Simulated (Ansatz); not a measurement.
Functionals compared on the (111)A surface of zinc-blende GaAs, Ga-terminated, 2x2 with 3 NH2 on 4 top atoms (bottom of the slab: 3 H on 4 bottom sites), in Ansatz (plane waves, PAW). The structure was relaxed with PBE; the other rows are single points on it. Cutoff 420 eV (500 eV for r2SCAN).

Model: 44-atom slab, 14.9 Å thick at the start with caps and adatoms, 3x3x1 mesh, Fermi-Dirac 0.025 eV, dipole correction, 8 atoms held, the rest relaxed; no symmetry held; no spin, no spin-orbit, no U. It is one candidate, not shown to be the stable structure of the face. These notes are the PBE run's.

| functional | gap of the slab on its k-mesh (eV) | highest filled level below the top vacuum level (eV) | rough cost of the single point |
|---|---|---|---|
| PBE | 0.70 | 4.89 | – |
| r2SCAN | ? | ? | very roughly 8 core-minutes |

Task: Complete the blanks.

Result: 
- r2SCAN, gap of the slab on its k-mesh (eV): 1.10
- r2SCAN, highest filled level below the top vacuum level (eV): 5.13

Ansatz is a program for electronic structure.
